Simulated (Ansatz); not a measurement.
System: LaZnNO (model structure, started from the LaZnOP type, P4/nmm, No. 129, 8 atoms in the cell). Method: r²SCAN (PAW; Ansatz, a program for electronic structure).

Settings: plane-wave cutoff 560 eV, 8×8×4 k mesh (along the axes of the cell as run), Fermi–Dirac smearing 0.01 eV, scalar-relativistic PAW data made under PBE.

Cell (relaxed at this level):

```
LaZnNO
1.0
    3.79239     0.00000     0.00000
    0.00000     3.79239     0.00000
    0.00000     0.00000     8.13869
La Zn N O
2 2 2 2
Direct
  0.00000   0.50000   0.83588
  0.50000   0.00000   0.16412
  0.00000   0.00000   0.50000
  0.50000   0.50000   0.50000
  0.50000   0.00000   0.62467
  0.00000   0.50000   0.37533
  0.50000   0.50000   0.00000
  0.00000   0.00000   0.00000
```

Question: Estimate the band gap and smallest direct gap on the k points sampled that the calculation returns.

Answer: 
* **band gap**: 2.03 eV
* **smallest direct gap on the k points sampled**: 2.09 eV

Note: the relaxation could raise the start's symmetry but not lower it, so the cell can be a saddle point.

Spin–orbit coupling is not included.

Static lattice: no zero-point or thermal effects.

Cost on a shared machine: very roughly 70 core-seconds.

A model structure was made by putting elements into a prototype or built by hand; it is no filed structure, need not be a known phase, and can be a saddle point held by its symmetry.
